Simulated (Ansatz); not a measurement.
Base system: MgTe in the wurtzite structure (space group P6_3mc, No. 186).

```xyz
4
Lattice="4.6089 0.0000 0.0000 -2.3044 3.9914 0.0000 0.0000 0.0000 7.5001" Properties=species:S:1:pos:R:3 pbc="T T T"
Mg     0.0000     2.6609     7.4984
Mg     2.3044     1.3305     3.7484
Te     0.0000     2.6609     2.8217
Te     2.3044     1.3305     6.5717
```

Cartesian axes are those of the cell as printed.

Calculations: Kohn–Sham DFT with the PBE functional, run in Ansatz (a quantum-chemistry and plane-wave program) with PAW and 420 eV plane waves, no spin-orbit coupling.

It is then changed as follows: the cell is compressed by 1.80 % along z with no lateral relaxation; the atoms relax in the strained cell.

Predict the stress tensor and what it implies for the stiffness.

Stress of the strained cell less that of the base (GPa, compression positive):
```
   0.44    0.00    0.00
   0.00    0.44    0.00
   0.00    0.00    1.00
```

Then −Δσ_ii/ε with ε = -0.0180 gives secant stiffness values (nonlinear terms included at this strain): C33 ≈ 56 GPa, C13 ≈ 25 GPa and C23 ≈ 25 GPa.

Stability against distortions was not tested.
